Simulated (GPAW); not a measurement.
# A self-consistent single point of Mo (Im-3m, 1 atom in the cell) with GPAW

Method of the run: PBE, GPAW PAW datasets PBE (gpaw-data 1.0.1) (plane waves; GPAW 25.7.0).

This input was run:

```python
from ase import Atoms
from ase.units import GPa
from gpaw import GPAW, PW

atoms = Atoms(['Mo'],
              cell=[[-1.575000, 1.575000, 1.575000],
                    [1.575000, -1.575000, 1.575000],
                    [1.575000, 1.575000, -1.575000]],
              positions=[[0.000000, 0.000000, 0.000000]],
              pbc=True)

calc = GPAW(mode=PW(600),
            xc='PBE',
            kpts={'size': (10, 10, 10), 'gamma': True},
            occupations={'name': 'methfessel-paxton', 'width': 0.05, 'order': 0},
            nbands=-7,
            symmetry={'symmorphic': False, 'tolerance': 0.0005},
            maxiter=120)

atoms.calc = calc

energy = atoms.get_potential_energy()
print('Energy (eV):', round(energy, 6))
forces = atoms.get_forces()
print('Forces (eV/Ang):')
print(forces.round(5))
stress = atoms.get_stress()
print('Stress (GPa, Voigt):', (stress / GPa).round(4))
```

The program printed (abridged):

```
Input parameters:
  kpts: {gamma: True,
         size: (10, 10, 10)}
  maxiter: 120
  mode: {ecut: 600.0,
         name: pw}
  nbands: -7
  occupations: {name: methfessel-paxton,
                order: 0,
                width: 0.05}
  symmetry: {symmorphic: False,
             tolerance: 0.0005}
  xc: PBE

species:
  Mo:
    name: Molybdenum
    Z: 42.0
    valence: 14
    core: 28
    charge: 0.0
    file: Mo.PBE.gz

    # Using partial waves for Mo as LCAO basis

Reference energy: -110134.072632  # eV

Spin-paired calculation

Convergence criteria:
 Maximum [total energy] change in last 3 cyles: 0.0005 eV / valence electron
 Maximum integral of absolute [dens]ity change: 0.0001 electrons / valence electron
 Maximum integral of absolute [eigenst]ate change: 4e-08 eV^2 / valence electron
 Maximum number of scf [iter]ations: 120

Symmetries present (total): 48
Symmetries with fractional translations: 0
1000 k-points: 10 x 10 x 10 Monkhorst-Pack grid + [1/20,1/20,1/20]
47 k-points in the irreducible part of the Brillouin zone
       k-points in crystal coordinates                weights
   0:     0.00000000    0.00000000    0.00000000          1/1000
   1:     0.10000000    0.00000000    0.00000000         12/1000
   2:     0.10000000    0.10000000   -0.10000000          6/1000
   [... 7 lines left out ...]
          ...
  46:     0.50000000    0.50000000    0.50000000          1/1000

Wave functions: Plane wave expansion
  Cutoff energy: 600.000 eV
  Number of coefficients (min, max): 490, 535
  Pulay-stress correction: 0.000000 eV/Ang^3 (de/decut=0.000000)

Occupation numbers: Methfessel-Paxton:
  width: 0.0500  # eV
  order: 0

Eigensolver

Densities:
  Coarse grid: 16*16*16 grid
  Fine grid: 32*32*32 grid
  Total Charge: 0.000000

Density mixing:
  Method: separate
  Backend: pulay
  Linear mixing parameter: 0.05
  old densities: 5
  Damping of long wavelength oscillations: 50

Hamiltonian:
  XC and Coulomb potentials evaluated on a 32*32*32 grid
  External potential:
    NoExternalPotential

XC parameters: PBE with 2 nearest neighbor stencil

Number of atoms: 1
Number of atomic orbitals: 13
Number of bands in calculation: 14
Number of valence electrons: 14
Bands to converge: occupied

Density initialized from atomic densities
  13 bands from LCAO basis set
  1 band from random numbers

Atomic positions and initial magnetic moments

Positions:
   0 Mo     0.000000    0.000000    0.000000    ( 0.0000,  0.0000,  0.0000)

Unit cell:
           periodic     x           y           z      points  spacing
  1. axis:    yes   -1.575000    1.575000    1.575000    16     0.1392
  2. axis:    yes    1.575000   -1.575000    1.575000    16     0.1392
  3. axis:    yes    1.575000    1.575000   -1.575000    16     0.1392

  Lengths:   2.727980   2.727980   2.727980
  Angles:  109.471221 109.471221 109.471221

Effective grid spacing dv^(1/3) = 0.1563

     iter     time        total  log10-change:
                         energy   eigst   dens
iter:   1 --:--:--   -12.117065
iter:   2 --:--:--   -11.986049   -0.86  -1.16
iter:   3 --:--:--   -11.274523   -0.95  -1.20
iter:   4 --:--:--   -11.271588   -2.74  -1.91
iter:   5 --:--:--   -11.254729   -2.35  -1.92
iter:   6 --:--:--   -11.246571   -3.68  -2.29
iter:   7 --:--:--   -11.248716   -4.41  -2.79
iter:   8 --:--:--   -11.245903c  -4.06  -2.53
iter:   9 --:--:--   -11.245749c  -4.78  -3.13
iter:  10 --:--:--   -11.245749c  -6.76  -4.10c
iter:  11 --:--:--   -11.245752c  -7.22  -4.09c
iter:  12 --:--:--   -11.245749c  -7.55c -4.31c

Converged after 12 iterations.

Dipole moment: (0.000000, 0.000000, 0.000000) |e|*Ang

Energy contributions relative to reference atoms: (reference = -110134.072632)

Kinetic:        -12.196705
Potential:       +6.811594
External:        +0.000000
XC:              -5.595360
Entropy (-ST):   -0.001232
Local:           -0.264663
SIC:             +0.000000
--------------------------
Free energy:    -11.246365
Extrapolated:   -11.245749

Showing only first 2 kpts
 Kpt  Band  Eigenvalues  Occupancy
  0     5     12.20161    2.00000
  0     6     12.20161    2.00000
  0     7     12.20161    2.00000
  0     8     15.17008    0.00000

  1     5     11.96430    2.00000
  1     6     12.15088    2.00000
  1     7     12.60878    2.00000
  1     8     14.85714    0.00000

Fermi level: 13.65837

No gap
No difference between direct/indirect transitions
Energy (eV): -11.245749

Forces in eV/Ang:
  0 Mo    0.00000    0.00000    0.00000

Stress tensor:
    -0.010060     0.000000    -0.000000
     0.000000    -0.010060    -0.000000
    -0.000000    -0.000000    -0.010060
Stress (GPa, Voigt): [-1.6117 -1.6117 -1.6117 -0.     -0.      0.    ]
```

The run converged in 12 iterations. GPAW prints stress with tension positive.

The starting cell has typed, rounded lattice constants, without a prior relaxation at this level. Spin polarisation is off.
